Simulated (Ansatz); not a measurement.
PtTe2: energy against volume

PtTe2 (1T layered, P-3m1, 24.159 Å³/atom and stress up to 0.01 GPa in the relaxed cell, c along z) under hydrostatic pressure, with the cell free. PBE-D3(BJ) in Ansatz, a plane-wave DFT program (PAW, default set), 420 eV, 13×13×9 Γ-centred mesh, Fermi-Dirac smearing 0.05 eV; ions are relaxed, or left where forces stay under 0.02 eV/Å, within the symmetry of each cell.

Here V stands for volume and E for E less E0.

```csv
volume (Å³/atom),E less E0 (meV/atom),pressure (GPa)
25.0098,5.60,-2.00
24.5479,1.25,-1.01
24.1592,0.00,0.00
24.0524,0.09,0.30
23.9169,0.50,0.71
23.6645,2.20,1.50
23.2447,8.00,3.00
22.7558,20.09,5.00
21.7824,?,?
```

Question: Using the third-order Birch-Murnaghan form, a cubic in V^(-2/3), estimate the missing E at V = 21.7824 from the other rows, showing the fit.

Answer: With u = V^(-2/3) - 0.1205, the rows have u = -0.0035698, -0.0021076, -0.0008411, -0.0004872, -0.0000343, 0.0008208, 0.0022771, 0.0040294. Least squares gives E = 0.550 + 1335.8·u + 818325·u² + 13350623·u³. Residuals (row less fit): -0.002, 0.005, 0.003, -0.002, -0.005, -0.005, 0.007, -0.002; standard error 0.006 (degrees of freedom: 4). Its minimum lies at u = -0.0008332, so V0 = (0.1196668)^(-3/2) = 24.16. There d²E/du² = 1570000 and d³E/du³ = 8.010e7, so B0 = (4/9) × 24.16^(-7/3) × 1570000 × 0.160218 = 66.3 GPa (the last factor turns the table's units into GPa), and B0' = 4 + (2/3) × 0.1196668 × (8.010e7)/1570000 = 8.1. B0' rests on the cubic coefficient alone and has a standard error of 0.1 from these residuals. At the withheld row, u = 0.0077122, so E = 0.550 + 1335.8 × 0.0077122 + 818325 × 0.0077122² + 13350623 × 0.0077122³ = 65.648 meV/atom. The calculation gives 64.69 meV/atom, 0.958 meV/atom below the prediction (1.5 % of the range of E in the table). The row lies outside the fitted rows, so this is an extrapolation. From the scatter of the fitted rows alone, a prediction at this place has a standard error of 0.075 meV/atom, so the miss is 12.8 times that.

In a metal these values are sensitive to mesh and smearing; energies are taken to zero smearing, stresses follow the free energy. The runs aren't spin-polarised. Spin-orbit coupling is left out, which can shift these values for the heavy elements here. Other structures, which can take over under pressure, weren't tried. The same form fitted to the pressure column gives B0' = 7.7; series where the two differ by over 0.4 aren't shown. Rows are the converged runs of the series near zero and its far end, less any whose ions stayed unrelaxed beside relaxed ones; series whose fitted rows scatter by over a few per cent of the range, as at a crossing or softening among them, aren't shown in this form.
